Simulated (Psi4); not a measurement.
Psi4 1.11, B3LYP/def2-svp: W(NH)(NMe)(F)(OMe) (C[N]=[W](=[NH])([F])[O]C), 14 atoms. The geometry is a generated start, not checked to be a minimum at this level.

```json
{
 "task": "energy",
 "method": "b3lyp",
 "basis": "def2-svp",
 "memory": "3 GB",
 "maxiter": "100",
 "keys_of_the_molecule_block": "symmetry c1",
 "scf_type": "df (default)",
 "e_convergence": "1e-06 (default)",
 "d_convergence": "1e-06 (default)",
 "dft_radial_points": "75 (default)",
 "dft_spherical_points": "302 (default)",
 "effective_core_potentials": "those of the basis set, past Kr",
 "basis_functions": "151",
 "grid_points": "302329"
}
```

```xyz
14

W     -0.7769    -0.0564     0.7441
N     -1.2209    -1.7809     0.9398
H     -1.4988    -2.7592     0.8394
N     -0.9928     0.4611    -0.9601
C     -1.2098     0.5581    -2.3662
H     -2.1428     1.0970    -2.5706
H     -0.3952     1.1048    -2.8600
H     -1.2861    -0.4394    -2.8225
F     -1.9379     1.0441     1.8406
O      0.9559     0.2536     1.3291
C      2.3476     0.1519     1.4470
H      2.6468    -0.9045     1.3529
H      2.8405     0.7428     0.6578
H      2.6702     0.5271     2.4285
```

Charge 0 and multiplicity 1 are set for this test and not shown to be the ground state.

With the defaults (diis = true, scf_initial_accelerator = adiis, damping_percentage = 0, diis_max_vecs = 10, guess = auto, which took SAD, level_shift = 0, level_shift_cutoff = 0.01, soscf = false) it converges in 12 SCF iterations. One run each on 2 threads, with these changes:
- level_shift = 0.1, level_shift_cutoff = 0.001
- diis = false, scf_initial_accelerator = none, damping_percentage = 60
- guess = core
- guess = sap
- soscf = true
- damping_percentage = 20
- diis_max_vecs = 3
- scf_initial_accelerator = none
- level_shift = 0.5, level_shift_cutoff = 0.001

Which runs fail or end elsewhere than the default run?

No convergence: diis = false, scf_initial_accelerator = none, damping_percentage = 60 (the run ends without SCF convergence in 100 iterations). The rest reach the solution of the defaults.

```csv
setting,SCF iterations,JK calls,end
soscf = true,8,29,same solution
the defaults,12,13,same solution
scf_initial_accelerator = none,12,13,same solution
"level_shift = 0.1, level_shift_cutoff = 0.001",12,13,same solution
"level_shift = 0.5, level_shift_cutoff = 0.001",12,13,same solution
guess = sap,16,16,same solution
guess = core,17,17,same solution
damping_percentage = 20,23,24,same solution
diis_max_vecs = 3,62,63,same solution
"diis = false, scf_initial_accelerator = none, damping_percentage = 60",100,101,no convergence
```

An SOSCF iteration holds several JK calls; a Hückel guess adds calls on atoms. 1 further run of the study ended by our limits or in an error and is left out.
